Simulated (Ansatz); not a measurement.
Consider VN in the rock salt structure (space group Fm-3m, No. 225; a = 4.1169 Å).

Computed with Ansatz (a program for electronic structure), PBE, PAW, cutoff 420 eV, no spin-orbit coupling, earlier PAW set.

Base values:

- Lattice parameter a: 4.117 Å

Modification: cell and atoms relaxed at a pressure of 10 GPa.

What does the calculation give for the lattice parameter a after the change?

The lattice parameter a shrinks by 0.041 Å, from 4.117 Å to 4.076 Å.

Load acts through the strain it causes; cell and atoms are relaxed under it. No phonon test of stability was made. Competing high-pressure phases were not computed. Starting moments died away, wholly or in part, for the base; another magnetic solution may exist. The final runs are not spin-polarised.
